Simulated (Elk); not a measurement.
Band structure of PmTa₃ (Fm-3m, 4 atoms in the cell).

```
CELL_PARAMETERS angstrom
      0.00000     3.50853     3.50853
      3.50853     0.00000     3.50853
      3.50853     3.50853     0.00000
ATOMIC_POSITIONS crystal
  Pm 0.00000 0.00000 0.00000
  Ta 0.25000 0.25000 0.25000
  Ta 0.75000 0.75000 0.75000
  Ta 0.50000 0.50000 0.50000
```
Moments meant for the start (each program seeds them in its own way; μB, in the order of the atoms Pm Ta Ta Ta): 4.0 0.0 0.0 0.0.

Method of the run: LDA (PW92), all-electron FP-LAPW, Elk's shipped species files, APW+lo basis with extra local orbitals run with Elk.

Settings: spinpol = true; rgkmax = 8; stype = 0; swidth = 0.00183747 Ha; ngridk = 7 7 7; reducebf = 0.7; gmaxvr = 16 1/bohr; nxlo = 2; lorbcnd = true; rmtscf = 0.97; lmaxi = 3; maxscl = 100; bfcmt = [[0.0, 0.0, -2.0], [0.0, 0.0, 0.0], [0.0, 0.0, 0.0], [0.0, 0.0, 0.0]].

The starting cell comes from a database of computed structures (which also holds hypothetical and non-ambient phases and stackings), without a prior relaxation at this level. Its lattice was rescaled by a random factor within 2.5 % of one. Spin-orbit coupling is off. With one magnetic atom in the cell only a parallel order is possible. With U or open f shells several self-consistent states can exist. The f electrons are in the valence without U or exact exchange, which can misplace them near the Fermi level. Spin-orbit terms, which matter for f shells, are left out. Values depend on the basis (sphere radii, cutoffs, local orbitals), which need not be converged.

Levels in eV from the Fermi level, bands 47 to 54 of the first spin channel:
| point | 47 | 48 | 49 | 50 | 51 | 52 | 53 | 54 |
|---|---|---|---|---|---|---|---|---|
| Γ | -0.35 | -0.08 | -0.04 | -0.02 | 0.00 | 0.01 | 0.06 | 0.91 |
| X | -0.37 | -0.19 | -0.13 | -0.08 | -0.05 | 0.58 | 1.26 | 1.28 |
| W | -0.37 | -0.20 | 0.00 | 0.04 | 0.23 | 0.23 | 0.38 | 0.42 |
| K | -0.27 | -0.22 | -0.13 | -0.07 | 0.06 | 0.38 | 0.69 | 0.73 |
| L | -0.48 | -0.47 | -0.47 | -0.25 | -0.09 | -0.08 | -0.02 | 0.26 |
| U | -0.27 | -0.23 | -0.16 | -0.07 | 0.07 | 0.38 | 0.71 | 0.73 |

Bands cross the Fermi level along this path, so the cell is metallic at this level.

The net moment of the cell came out as 4.08 μB.
